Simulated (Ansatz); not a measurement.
Density of states of Ti₃AlC₂ (P6_3/mmc) near the Fermi level, Ansatz (an electronic-structure program) with PBEsol, rigid bands.

```
E − E_F (eV) | states/eV/cell
    -1.95 | ########## 4.25
    -1.85 | ########### 4.61
    -1.75 | ############# 5.41
    -1.65 | ############### 6.51
    -1.55 | ######### 4.00
    -1.45 | ######## 3.32
    -1.35 | ########## 4.40
    -1.25 | ############## 5.91
    -1.15 | ##################### 8.93
    -1.05 | ######################## 10.0
    -0.95 | ################### 8.10
    -0.85 | ###################### 9.30
    -0.75 | ########################## 11.2
    -0.65 | ############ 4.86
    -0.55 | ############ 4.92
    -0.45 | ############ 4.98
    -0.35 | ########### 4.47
    -0.25 | ########## 4.07
    -0.15 | ######### 3.79
    -0.05 | ######### 3.81
     0.05 | ######## 3.43
     0.15 | ####### 3.02
     0.25 | ######## 3.53
     0.35 | ########## 4.27
     0.45 | ######### 3.99
     0.55 | ########### 4.50
     0.65 | ############ 5.07
     0.75 | ############ 5.06
     0.85 | ########### 4.52
     0.95 | ########### 4.52
     1.05 | ########## 4.04
     1.15 | ########## 4.08
     1.25 | ########### 4.69
     1.35 | ############### 6.49
     1.45 | ################ 6.61
     1.55 | ################## 7.57
     1.65 | ######################### 10.4
     1.75 | ######################### 10.5
     1.85 | ############################# 12.3
     1.95 | ############################## 12.7
```

**Question.** With 12 atoms a cell, what bare Sommerfeld coefficient γ = (π²/3) k_B² N(E_F) follows?

**Answer.** N(E_F) ≈ 3.7 states/eV a cell at 300 K, so γ ≈ 0.73 mJ/(mol of atoms·K²), before many-body enhancement (phonons, spin fluctuations, correlation).

**Question.** How far does the Fermi level move in a rigid band for 0.1 electron a cell added or removed?

**Answer.** 27 meV and -27 meV.

A metal at this level (no band gap); rigid bands, thermally averaged at 300 K, both spins. Spin-orbit coupling is left out. Geometry: cell and atoms relaxed with PBEsol.

Formula and space group known from diffraction (Crystallography Open Database), not checked to be the room-temperature form: Ti3AlC2 (P6_3/mmc).
